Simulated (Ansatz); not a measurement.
Ansatz (a program for electronic structure) run on Ti2CS (P3m1, 8 atoms in the cell): self-consistent single point.

Computed with PBEsol, default PAW files made with PBE (plane waves; Ansatz).

```yaml
crystal:
  lattice:
    - [3.19581, 0.00000, 0.00000]
    - [-1.59791, 2.76766, 0.00000]
    - [0.00000, 0.00000, 11.19187]
  atoms:
    - { symbol: Ti, position: [0.33333, 0.66667, 0.40531] }
    - { symbol: Ti, position: [0.66667, 0.33333, 0.59916] }
    - { symbol: Ti, position: [0.66667, 0.33333, 0.90084] }
    - { symbol: Ti, position: [0.33333, 0.66667, 0.09916] }
    - { symbol: C, position: [0.00000, 0.00000, 0.50000] }
    - { symbol: C, position: [0.00000, 0.00000, 0.00000] }
    - { symbol: S, position: [0.66667, 0.33333, 0.25000] }
    - { symbol: S, position: [0.33333, 0.66667, 0.75000] }
```

Reference input (self-consistent single point, DFT, PBEsol, plane waves, default PAW files made with PBE): basis.ecutwfc = 30.9 Ry; kpoints.mp_grid.grid = 12 12 3; hamiltonian.xc = pbesol; hamiltonian.pseudopotentials = {kind: paw} (the program's default PAW files); scf.occupations.method = gaussian; scf.occupations.width = 0.0073 Ry. This run's input differs from it in these lines:

Ansatz 0.2 input:
```diff
@@ -19,3 +19,3 @@
   mp_grid:
-    grid: [12, 12, 3]
+    grid: [19, 19, 5]
 hamiltonian:
@@ -27,3 +27,3 @@
     method: gaussian
-    width: 0.0073 Ry
+    width: 0.0037 Ry
 output:
```

Log, with long lists cut:

```
SCF iter   1: F=—  HF=-12169.848657 eV  |F-HF|=—  |Δ(HF+E_count)|=         —  Δρ=7.36e-3  dr2=7.41e-2  ethr=1.77e-3  ⟨swp⟩=5.5  Hψ=29571  notcnv=0  defer=5
all-band conjugate gradients solve this SCF's bands
preconditioner: auto → Kerker (q_TF=auto, 2.563 Å⁻¹)
SCF iter   2: F=—  HF=-12169.833448 eV  |F-HF|=—  |Δ(HF+E_count)|=   1.52e-2  Δρ=3.50e-3  dr2=1.83e-2  ethr=1.09e-4  ⟨swp⟩=2.0  Hψ=11255  notcnv=0  defer=397
   [... lines left out ...]
SCF iter   5: F=—  HF=-12169.829661 eV  |F-HF|=—  |Δ(HF+E_count)|=   7.37e-6  Δρ=6.14e-5  dr2=2.26e-5  ethr=1.60e-7  ⟨swp⟩=2.0  Hψ=8446  notcnv=0  defer=397
SCF iter   6: F=—  HF=-12169.829627 eV  |F-HF|=—  |Δ(HF+E_count)|=   3.34e-5  Δρ=2.27e-5  dr2=2.35e-6  ethr=3.33e-8  ⟨swp⟩=2.1  Hψ=8364  notcnv=0  defer=397
SCF iter   7: F=—  HF=-12169.829627 eV  |F-HF|=—  |Δ(HF+E_count)|=   2.42e-7  Δρ=8.62e-6  dr2=3.40e-7  ethr=3.45e-9  ⟨swp⟩=2.1  Hψ=9852  notcnv=0  defer=397
SCF iter   8: F=-12169.829627 eV  HF=-12169.829627 eV  |F-HF|=2.93e-8  |Δ(HF+E_count)|=   3.37e-8  Δρ=2.85e-6  dr2=3.49e-8  ethr=1.47e-10  ⟨swp⟩=8.7  Hψ=26633  notcnv=0
SCF 1 converged in 8 iterations: F = -12169.829627 eV  dr2 = 3.49e-8
Free energy (F): -12169.829627 eV
Internal energy: -12169.827236 eV  (E = F + TS)
E sigma→0 (E₀):  -12169.828431 eV
Entropy (-TS):   -0.002391 eV (-0.299 meV/atom)
Fermi energy:    14.336612 eV
--- Forces (eV/Å), atoms counted from 1 ---
  atom   1  Ti     0.00000000    -0.00000000    -0.88807919
  atom   2  Ti    -0.00000000     0.00000000     0.35655504
  atom   3  Ti    -0.00000000     0.00000000    -0.05837606
  atom   4  Ti     0.00000000    -0.00000000     0.17428816
  atom   5  C     -0.00000000     0.00000000     0.26590485
  atom   6  C      0.00000000    -0.00000000    -0.01562346
  atom   7  S     -0.00000000     0.00000000     0.15980692
  atom   8  S      0.00000000    -0.00000000     0.00550119
--- Stress (GPa, compression-positive) ---
       -4.128495       0.000000       0.000000
        0.000000      -4.128495      -0.000000
       -0.000000      -0.000000      -2.884878
  P = ⅓ Tr σ = -3.7140 GPa (-37.140 kbar)
  The stress holds the Pulay correction. Without it, at fixed plane waves, as pw.x and ABINIT print it: P = -3.8244 GPa
```

The run converged in 8 iterations. Against the reference run the free energy is nearly the same (within 1 meV/atom), the pressure hardly changes (-3.68 to -3.71 GPa) and the largest force goes from 0.873 to 0.888 eV/Å.

The starting cell comes from a database of computed structures (which also holds hypothetical and non-ambient phases and stackings), without a prior relaxation at this level. Its lattice was rescaled by up to half a per cent. One atom was moved a little off its site on purpose. Spin polarisation is off, so a magnetic state, if there is one, cannot be reached. With a pressure of about -4 GPa the cell is away from its equilibrium volume at this level. Ansatz's pressure includes its estimate of the finite-basis (Pulay) stress.

Cost on one core of a shared machine: roughly 60 s.
